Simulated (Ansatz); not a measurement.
Consider Ir in the fcc (Cu type) structure (space group Fm-3m, No. 225; a = 3.844 Å). Axes: x, y, z lie along the cube axes.

The values are results of r2SCAN (Ansatz, a quantum-chemistry and plane-wave program; PAW; 500 eV plane waves; no SOC), not measurements.

For the base:

```
Property    Value
--------  -------
Pressure  0.0 GPa
```

Perturbation: uniaxial strain ε_xx = −5.87 %, all other strain components held at zero; the atoms relax in the strained cell.

How does this affect the pressure?

The pressure (mean of the normal stresses, compression positive) goes from zero to 27.4 GPa.

What does the calculation give for the energy relative to the base after the change?

The energy grows by 110 meV/atom.

Without a gap, meshes like the base's 21×21×21 leave anisotropic stresses uncertain by several tenths of a GPa, and small strain energies with them. Whether these cells are dynamically stable was not tested. All final runs are without spin polarisation.
